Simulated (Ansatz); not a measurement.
The reference is PbS in the zinc blende structure (space group F-43m, No. 216; a = 6.543 Å; a hypothetical phase, not in the database extracts checked).

Levels (all Ansatz, an electronic-structure program, PAW): PBEsol (420 eV, no spin-orbit coupling); HSE06+SOC (420 eV, spin-orbit coupling included).

The geometry is relaxed with PBEsol.

- PBEsol band gap = 0.63 eV

**Question.** How does going to HSE06+SOC change the band gap?

**Answer.** The band gap goes up by 0.46 eV, from 0.63 eV to 1.09 eV.

Single points use the geometry relaxed with PBEsol. HSE06 gaps are upper bounds (no full band path). The spin-orbit shifts are approximate. Spin-orbit coupling, missing from the scalar runs, can matter with Pb. Stability against distortions was not tested.
